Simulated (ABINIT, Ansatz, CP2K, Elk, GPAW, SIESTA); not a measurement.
**Code comparison for MnI2 (P-3m1, 3 atoms in the cell)**

Self-consistent single point.

```xyz
3
Lattice="4.1686 0.0000 0.0000 -2.0843 3.6101 0.0000 0.0000 0.0000 7.1462" Properties=species:S:1:pos:R:3 pbc="T T T"
Mn     0.0000     0.0000     0.0000
I      0.0000     2.4067     1.6500
I      2.0843     1.2034     5.4962
```
Moments meant for the start (each program seeds them in its own way; μB, in the order of the atoms Mn I I): 4.0 0.0 0.0.

Shared settings, as Ansatz (an electronic-structure program) writes them: kpoints.mp_grid.grid = 5 5 3; scf.occupations.method = fermi_dirac; scf.occupations.width = 0.05 eV. Potentials and cutoffs stand in the table.

```tsv
code	model	pressure (GPa)	largest force (eV/Å)	gap on the mesh (eV)	size of the net moment (μB/atom)	cutoff
Ansatz	LDA (PW92), PAW files made with PBE	-3.27	0.406	–	1.67	default
SIESTA	LDA PW92, numerical atomic orbitals DZP, PseudoDojo LDA standard norm-conserving potentials (rewritten from UPF to PSML)	-5.22	0.373	1.319	1.67	grid 400 Ry
GPAW	LDA (Perdew-Wang 92), GPAW PAW datasets LDA (gpaw-data 1.0.1)	-3.07	0.376	0.900	1.67	850 eV
ABINIT	LDA (PW92), norm-conserving pseudopotentials (PseudoDojo nc-sr-04 LDA standard)	-3.25	0.406	0.957	1.67	48 Ha
Elk	LDA (PW92), all-electron FP-LAPW, Elk's shipped species files, APW+lo basis with extra local orbitals	–	–	0.871	1.67	rgkmax 8
CP2K	LDA (Pade form), GPW, DZVP-MOLOPT-SR-GTH basis, GTH-PADE potentials (GTH_POTENTIALS)	-2.75	0.322	1.324	1.67	grid 600 Ry
```

A dash marks a value that a program does not give, or that is left out as unsure.

No gap is tabulated for Ansatz: it is not read from that output, or partly filled or unconverged empty levels leave it unsure.

Gaps are read on the mesh.

On Ansatz's run: spin-orbit coupling is off. With one magnetic atom in the cell only a parallel order is possible.

The spread over the programs that give each value: pressure within 2.47 GPa; largest force within 0.084 eV/Å; gap on the mesh within 0.453 eV; size of the net moment within 0.00 μB/atom.

SIESTA and CP2K use small atom-centred bases, whose incompleteness enters pressures, forces and empty levels differently from a plane-wave cutoff. Elk treats all electrons, but the usual bases taken here (sphere radii, linearisation, local orbitals, empty states) were not tested for convergence, so the values are no reference for the others. Ansatz's pressure is given at a fixed set of plane waves, as the other plane-wave codes print theirs; with its correction for the finite basis it is -3.23 GPa. In the pressure, SIESTA (by 1.98) lies more than 1 GPa from the median of the plane-wave programs. In the gap, SIESTA (by 0.390) and CP2K (by 0.395) lie more than 0.12 eV from the median of the plane-wave programs. In the force vectors, CP2K (by 0.084) lies more than 0.08 eV/Å from the median of the plane-wave programs.

The starting cell comes from a database of computed structures (which also holds hypothetical and non-ambient phases and stackings), without a prior relaxation at this level.

Keys are those of Ansatz 0.2.
